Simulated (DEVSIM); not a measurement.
Structure: abrupt Si n-p junction, at 300 K.

Layer 1 from the left is Si, thickness (μm) 2.60, Nd (cm⁻³) 1.7e15, τn (s) 2.4e-6, τp (s) 2.4e-6. Layer 2 from the left is Si, thickness (μm) 5.20, Na (cm⁻³) 8.1e14, τn (s) 2.4e-6, τp (s) 2.4e-6.

Left contact: ohmic. Right contact: ohmic. Voltage is applied to the left contact. Recombination: SRH at mid-gap, radiative. Mobility is μmin + (μ − μmin)/(1 + (N/Nref)^α).

This is a model device: material constants are rounded textbook-type values typed into the input, and sizes, dopings and lifetimes were drawn at random. Values at 300 K.

Si: gap (eV) 1.124, affinity (eV) 4.05, permittivity 11.7, Nc (cm⁻³) 2.86e19, Nv (cm⁻³) 3.1e19, μn (cm²/Vs) 1417, μp (cm²/Vs) 470, μn,min 52, μp,min 45, Nref,n 9.7e16, Nref,p 2.2e17, αn 0.68, αp 0.72, B (cm³/s) 4.7e-15.

**Question.** Estimate by hand the built-in potential, the peak field at zero bias, the capacitance at 3 V, and compare with a numerical solution.

**Answer.** 
- Built-in potential: ni = √(Nc Nv) exp(−Eg/2kT) = 1.08e10 cm⁻³ with Eg = 1.124 eV; Vbi = kT/q ln(Na Nd/ni²) = 0.600 V; numerical 0.600 V.
- Peak field at zero bias: depletion approximation: W = √(2εVbi/(qN)) = 1.19 μm with N = 5.49e14 cm⁻³; field = 2Vbi/W = 10100 V/cm; numerical 9640 V/cm (estimate above by 4.6 %).
- Capacitance at 3 V: C = √(qεN / 2(Vbi + |V|)) = 3.56 nF/cm²; numerical 3.58 nF/cm² (estimate below by 0.73 %).

Simulated with DEVSIM: 1D drift-diffusion, Boltzmann statistics, complete ionisation; no tunnelling, impact ionisation, image-force lowering or self-heating.
